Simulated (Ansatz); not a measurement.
Cells marked so need not be the phases stable at ambient conditions, and some may be hypothetical.

 Where the default PAW files enter, the runs use the earlier of Ansatz's two default sets.

The gap is the functional's own. No spin-orbit coupling. Mid-gap values are interpolated on the energy grid.

A. Rb2ZrF6 (P-3m1, not sure to be the ambient phase, 9 atoms a cell, 17.1 Å³ an atom), along the normal of (001)
B. CdCO3 (R-3c, not sure to be the ambient phase, 10 atoms a cell, 11.6 Å³ an atom), along the normal of (110)
C. AgNO₃ (R3c, not sure to be the ambient phase, 10 atoms a cell, 13.2 Å³ an atom, -3 GPa at this level), along the normal of (101)
D. Na$_{2}$H$_{6}$Pt (Fm-3m, not sure to be the ambient phase, 9 atoms a cell, 10.6 Å³ an atom), along the normal of (110)
E. Zn(GaSe₂)₂ (I-4, not sure to be the ambient phase, 7 atoms a cell, 24.2 Å³ an atom), along the normal of (001)

Task: Order them by mid-gap decay constant of the slowest evanescent state (lowest first) at the level r2SCAN (Ansatz, an electronic-structure program).

Result: E (0.16 1/Å), D (0.33 1/Å), B (0.36 1/Å), C (0.43 1/Å), A (0.59 1/Å)
